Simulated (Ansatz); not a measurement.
# BaTiO3 under a change: pressure 3 GPa

Take BaTiO3 in the cubic perovskite structure (space group Pm-3m, No. 221; a = 4.019 Å) as the base.

Now apply this change: cell and atoms relaxed at a pressure of 3 GPa.

All numbers come from PBE/PAW in Ansatz (a first-principles code), without spin-orbit coupling. Settings: 8×8×8 k-points, 0.05 eV Fermi–Dirac smearing.

The volume per atom decreases by 0.23 Å³ to 12.76 Å³ and the density goes up by 0.11 g/cm³ to 6.07 g/cm³. The lattice parameter a decreases by 0.0236 Å to 3.996 Å and the shortest interatomic distance falls by 0.012 Å, from 2.010 Å to 1.998 Å. The enthalpy H = E + PV relative to the base's energy comes out as +0.24 eV/atom and the band gap grows by 0.04 eV, from 1.78 eV to 1.82 eV. The gap character is still indirect, R → Γ and the smallest direct gap grows by 0.02 eV to 1.92 eV. The mean gap deformation potential ΔEg/Δln V amounts to -2.1 eV and the width of the top valence band stays essentially unchanged (0.95 eV against 0.96 eV).

Final structure:

```xyz
5
Lattice="3.9956 0.0000 0.0000 0.0000 3.9956 0.0000 0.0000 0.0000 3.9956" Properties=species:S:1:pos:R:3 pbc="T T T"
Ba     0.0000     0.0000     0.0000
Ti     1.9978     1.9978     1.9978
O      1.9978     0.0000     1.9978
O      0.0000     1.9978     1.9978
O      1.9978     1.9978     0.0000
```

Load acts through the strain it causes; cell and atoms are relaxed under it. Whether these cells are dynamically stable was not tested. All final runs are without spin polarisation. Many cubic perovskites are stable only at high temperature; tilts and polar distortions were not tested. This is not the structure that BaTiO3 has at room temperature and ambient pressure.
